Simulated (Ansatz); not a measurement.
Base system: TiC in the rock salt structure (space group Fm-3m, No. 225; a = 4.261 Å; relaxed with 0.1 eV smearing). Axes: x, y, z lie along the cube axes.

Calculations: Ansatz (a quantum-chemistry and plane-wave program) LDA, without spin-orbit coupling.

Base values:

```
Quantity                         Value
-----------------------------  -------
Shortest interatomic distance  2.130 Å
Band gap                          zero
```

The change: uniaxial strain ε_zz = +1.50 %, all other strain components held at zero; the atoms relax in the strained cell.

How does this affect the energy relative to the base?

The energy goes up by 3.8 meV/atom.

Estimate the effect on the stress.

The stress (xx, yy, zz, yz, xz, xy; compression positive) comes out as (-1.9, -1.9, -8.1, 0.0, 0.0, 0.0) GPa.

How does this affect the shortest interatomic distance?

The shortest interatomic distance remains 2.130 Å.

What happens to the band gap?

The band gap stays zero.

Whether these cells are dynamically stable was not tested. All final runs are without spin polarisation.
